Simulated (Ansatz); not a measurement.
The starting structures come from a database of crystals and need not be the phases stable at ambient conditions.

By PBEsol, the system below comes out a metal.

Given:

```
CELL_PARAMETERS angstrom
      2.69635     0.00000     0.00000
      0.00000     4.37304     0.00000
      1.34818     0.00000     2.33511
ATOMIC_POSITIONS crystal
  Ir 0.66667 0.25000 0.66667
  Ir 0.33333 0.75000 0.33333
```

Space group of this cell: P6_3/mmc, hcp (Mg type). The cell is strained (all lengths scaled by 0.98); by PBEsol its mean pressure is 10.2 GPa.

The current flows along the normal of the first two printed cell vectors, the (100) plane of the conventional cell. No spin-orbit coupling; the value is a mean over 0.1 eV about the Fermi level.

Task: Compute, with PBEsol run with Ansatz (an electronic-structure program), the ballistic conductance per area.

Result: 1.6 × 10¹⁵ S/m² for both spins.
